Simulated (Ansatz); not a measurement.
**hcp Zr (0 0 1) on silicon (1 1 1) (film strained to the substrate, started from cuts of the bulks and a machine-learned relaxation; slabs Si30 and Zr16, which can lie off the formulas)**

A periodic stack without vacuum, hcp Zr (0 0 1) on silicon (1 1 1) (film strained to the substrate, started from cuts of the bulks and a machine-learned relaxation; slabs Si30 and Zr16, which can lie off the formulas): substrate slab Si30, film Zr16, surface cells [[1, -2], [1, 1]] and [[2, 0], [0, 2]], film strained by +3.6 and +3.6 %, outermost planes Si/Si and Zr/Zr as cut, which need not be the usual terminations and can put a slab off its formula.

The start was prepared with a machine-learned potential, and the result is one local minimum, with the in-plane cell held and forces under 0.04 eV/Å; the film can end far from its bulk form.

The numbers are results of PBE (plane waves to 420 eV, PAW; Ansatz, a first-principles code), not measurements. No spin–orbit coupling; the runs are not spin-polarised; PBE gaps are too small against experiment. Its k-point mesh 5×5×1, Fermi–Dirac width 0.05 eV.

```
Quantity                                                                                   Result
--------------------------------------------------------------------------------  ---------------
interface area                                                                            38.9 Å²
period                                                                                    24.80 Å
heights between the nearest atoms of the two slabs at the two interfaces          1.59 and 1.89 Å
Si–Zr contacts across the interfaces within 1.22 times the sum of covalent radii  30, mean 2.90 Å
```

```yaml
crystal:
  lattice:
    - [6.69938, 0.00013, -0.01207]
    - [-3.34966, 5.80187, -0.05542]
    - [-0.60816, 0.03785, 24.79989]
  atoms:
    - { symbol: Si, position: [0.05381, 0.92865, 0.07743] }
    - { symbol: Si, position: [0.69481, 0.25523, 0.06612] }
    - { symbol: Si, position: [0.36349, 0.59563, 0.06617] }
    - { symbol: Si, position: [0.01578, 0.59975, 0.03495] }
    - { symbol: Si, position: [0.72408, 0.92036, 0.04217] }
    - { symbol: Si, position: [0.34815, 0.25274, 0.03389] }
    - { symbol: Si, position: [0.03448, 0.26888, 0.19630] }
    - { symbol: Si, position: [0.69451, 0.59429, 0.19562] }
    - { symbol: Si, position: [0.37453, 0.92791, 0.19825] }
    - { symbol: Si, position: [0.03740, 0.93063, 0.17117] }
    - { symbol: Si, position: [0.69384, 0.26132, 0.16341] }
    - { symbol: Si, position: [0.35996, 0.59527, 0.16228] }
    - { symbol: Si, position: [0.04006, 0.60192, 0.32406] }
    - { symbol: Si, position: [0.72724, 0.94335, 0.32461] }
    - { symbol: Si, position: [0.38237, 0.25937, 0.32391] }
    - { symbol: Si, position: [0.05036, 0.27334, 0.29204] }
    - { symbol: Si, position: [0.70587, 0.59934, 0.29157] }
    - { symbol: Si, position: [0.38222, 0.92821, 0.29338] }
    - { symbol: Si, position: [0.06524, 0.93995, 0.46021] }
    - { symbol: Si, position: [0.73088, 0.27299, 0.46023] }
    - { symbol: Si, position: [0.39369, 0.60544, 0.42716] }
    - { symbol: Si, position: [0.04302, 0.60484, 0.41998] }
    - { symbol: Si, position: [0.74345, 0.95416, 0.42038] }
    - { symbol: Si, position: [0.39295, 0.25575, 0.41990] }
    - { symbol: Si, position: [0.16033, 0.35828, 0.57931] }
    - { symbol: Si, position: [0.66595, 0.61611, 0.57918] }
    - { symbol: Si, position: [0.40702, 0.85931, 0.57995] }
    - { symbol: Si, position: [0.07680, 0.94464, 0.55959] }
    - { symbol: Si, position: [0.74317, 0.27706, 0.55975] }
    - { symbol: Si, position: [0.40378, 0.60904, 0.51734] }
    - { symbol: Zr, position: [0.97436, 0.61203, 0.64469] }
    - { symbol: Zr, position: [0.85905, 0.05787, 0.64423] }
    - { symbol: Zr, position: [0.42382, 0.61198, 0.66832] }
    - { symbol: Zr, position: [0.41843, 0.17050, 0.64462] }
    - { symbol: Zr, position: [0.08210, 0.42169, 0.75543] }
    - { symbol: Zr, position: [0.06901, 0.94101, 0.75018] }
    - { symbol: Zr, position: [0.62395, 0.44447, 0.75525] }
    - { symbol: Zr, position: [0.56912, 0.96381, 0.75506] }
    - { symbol: Zr, position: [0.97391, 0.62855, 0.85450] }
    - { symbol: Zr, position: [0.90551, 0.12105, 0.85560] }
    - { symbol: Zr, position: [0.47210, 0.62314, 0.85423] }
    - { symbol: Zr, position: [0.38942, 0.12096, 0.85427] }
    - { symbol: Zr, position: [0.16897, 0.44447, 0.95267] }
    - { symbol: Zr, position: [0.03174, 0.92912, 0.95757] }
    - { symbol: Zr, position: [0.65794, 0.42944, 0.95130] }
    - { symbol: Zr, position: [0.54279, 0.94136, 0.94830] }
```
